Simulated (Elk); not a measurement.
Band structure of B6Pb (Pm-3m, 7 atoms in the cell).

```xyz
7
Lattice="4.1526 0.0000 0.0000 0.0000 4.1526 0.0000 0.0000 0.0000 4.1526" Properties=species:S:1:pos:R:3 pbc="T T T"
B      0.8430     2.0763     2.0763
B      3.3096     2.0763     2.0763
B      2.0763     0.8430     2.0763
B      2.0763     3.3096     2.0763
B      2.0763     2.0763     0.8430
B      2.0763     2.0763     3.3096
Pb     0.0000     0.0000     0.0000
```

Computed with LDA (PW92), all-electron FP-LAPW, Elk's shipped species files, LAPW+lo basis (Elk).

Settings: rgkmax = 7.5; stype = 0; swidth = 0.0001 Ha; ngridk = 4 4 4; gmaxvr = 14 1/bohr; nxoapwlo = 1; rmtscf = 0.82; maxscl = 100.

The starting cell comes from a database of computed structures (which also holds hypothetical and non-ambient phases and stackings), without a prior relaxation at this level. Its lattice was rescaled by a random factor within 2.5 % of one. Spin-orbit coupling is off. Values depend on the basis (sphere radii, cutoffs, local orbitals), which need not be converged.

Levels in eV from the Fermi level, bands 14 to 21:
```csv
point,14,15,16,17,18,19,20,21
Γ,-3.31,-0.04,-0.04,-0.04,2.75,2.75,2.75,2.96
X,-3.11,-3.11,-1.60,-0.01,1.30,3.29,4.58,4.58
M,-2.19,-1.71,-1.43,-1.43,0.91,0.91,2.04,6.96
R,-5.53,-1.03,-1.03,-1.03,4.95,4.95,4.95,5.43
```

No band crosses the Fermi level by more than 0.03 eV along this path.
